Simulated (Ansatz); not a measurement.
The starting structures come from a database of crystals and need not be the phases stable at ambient conditions.

 Where the default PAW files enter, the runs use the earlier of Ansatz's two default sets.

By PBEsol, the system below comes out a metal.

Crystal: Ir (P6_3/mmc, hcp (Mg type), not sure to be the ambient phase, 2 atoms a cell, 14.6 Å³ an atom, -13 GPa at this level); planes in its conventional cell.

The numbers are results of PBEsol (plane waves, PAW; Ansatz, a first-principles code), not measurements.

Ballistic conductance counts the channels of both spins, as a mean over 0.1 eV about the Fermi level; spin-orbit coupling is left out.

| plane | area (Å²) | G/A (10¹⁵ S/m²) |
|---|---|---|
| (001) | 6.6 | 2.3 |
| (100) | 12.3 | (withheld) |

Problem. Fill in the missing entries.

Solution. 
- (100), G/A (10¹⁵ S/m²): 1.5
